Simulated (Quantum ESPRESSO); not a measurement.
## Convergence study of the plane-wave cutoff for Sb (Pm-3m, 1 atom in the cell)

```xyz
1
Lattice="3.0741 0.0000 0.0000 0.0000 3.0741 0.0000 0.0000 0.0000 3.0741" Properties=species:S:1:pos:R:3 pbc="T T T"
Sb     0.0000     0.0000     0.0000
```

Level of theory: PBEsol, PSlibrary ultrasoft (PBE) pseudopotentials (plane waves; Quantum ESPRESSO).

Base settings: ecutwfc = 30 Ry; ecutrho = 180 Ry; occupations = smearing; smearing = gauss; degauss = 0.0073499 Ry; input_dft = pbesol; potentials = {Sb: Sb.pbe-n-rrkjus_psl.1.0.0.UPF}; K_POINTS = automatic 11 11 11 0 0 0; conv_thr = 1e-10 Ry; mixing_beta = 0.3.

Moved along: ecutrho.

The second cell is the first with its lattice scaled by 0.98.

The mesh stays at the base's, so the ladder's end is converged at best in this setting alone.

Only quantities that move along the ladder and can be compared are tabulated.

The count of work is k-points × plane waves × bands × iterations; it is no time. 

The starting cell comes from a database of computed structures (which also holds hypothetical and non-ambient phases and stackings), without a prior relaxation at this level. Its lattice was rescaled by up to half a per cent.

```csv
ecutwfc,free energy less the last step's (meV/atom),energy of the compressed cell less the first (meV/atom),count of work / last
10.5 Ry,19.92,16.13,0.087
12 Ry,14.58,15.11,0.093
13.5 Ry,11.52,14.63,0.21
15 Ry,8.36,14.68,0.098
16.5 Ry,5.65,14.60,0.12
18 Ry,3.86,14.47,0.14
21 Ry,2.54,14.32,0.16
24 Ry,2.16,14.34,0.20
27 Ry,1.61,14.31,0.23
30 Ry,1.05,14.28,0.27
33 Ry,0.68,14.26,0.31
36 Ry,0.53,14.26,0.36
40 Ry,0.44,14.26,0.42
45 Ry,0.32,14.25,0.50
52 Ry,0.13,14.25,0.62
60 Ry,0.07,14.25,0.76
72 Ry,0.00,14.25,1.0
```

Coarsest ecutwfc that holds the free energy within 5 meV/atom of the last step, with all finer ones: 18 Ry, at 0.14 of the last step's count of work; the step before is off by 5.7 meV/atom.

Coarsest ecutwfc that holds the energy of the compressed cell less the first within 0.5 meV/atom of the last step, with all finer ones: 13.5 Ry, at 0.21 of the last step's count of work; the step before is off by 0.86 meV/atom.

The energy difference between the two cells stays within 1 meV/atom of the last step's from 12 Ry on, the total only from 33 Ry on: much of the error is common to both cells and cancels.
